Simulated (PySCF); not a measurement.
PySCF 2.14.0, MP2 (frozen core)/def2-svp: C[Si@@H]([SiH2][SiH3])[Si](C)(C)F, 23 atoms. The geometry is a generated start, not checked to be a minimum at this level.

| Item | Value |
|---|---|
| task | mp2 |
| basis | def2-svp |
| two-electron scheme | exact four-centre integrals |
| frozen core | true |
| mf.init_guess | minao (default) |
| mf.DIIS | CDIIS (default) |
| mf.diis_space | 8 (default) |
| mf.conv_tol | 1e-09 (default) |
| basis functions (reference run) | 203 |

On 4 threads, 1 BLAS thread. Build: conda-forge: OpenMP (GNU), OpenBLAS with its own threads, libcint, Libxc. Each setting ran once; only counts and results are compared.

Values of mol.max_memory tried: 8000 MB, 4000 MB, 2000 MB, 1000 MB, 500 MB, 300 MB, 200 MB.

Question: Which of these memory settings still run, and by which path?

Answer: It runs down to 200 MB, the lowest tried, with the same result. At 8000 MB: SCF integrals in memory, transformation in memory. From 2000 MB down: SCF integrals in memory, transformation through a file. From 1000 MB down: direct SCF, transformation through a file.

```csv
mol.max_memory,path,peak memory
8000 MB,"SCF integrals in memory, transformation in memory",2.4 GiB
4000 MB,"SCF integrals in memory, transformation in memory",2.4 GiB
2000 MB,"SCF integrals in memory, transformation through a file",3.3 GiB
1000 MB,"direct SCF, transformation through a file",1.8 GiB
500 MB,"direct SCF, transformation through a file",1.8 GiB
300 MB,"direct SCF, transformation through a file",1.8 GiB
200 MB,"direct SCF, transformation through a file",1.8 GiB
```

Peak memory is the kernel's count for the largest process, libraries included and scratch files not. The peak passes the setting at 2000 MB, 1000 MB, 500 MB, 300 MB, 200 MB: it is no hard cap. MP2's transformation through a file may take 2000 MB even at lower settings.
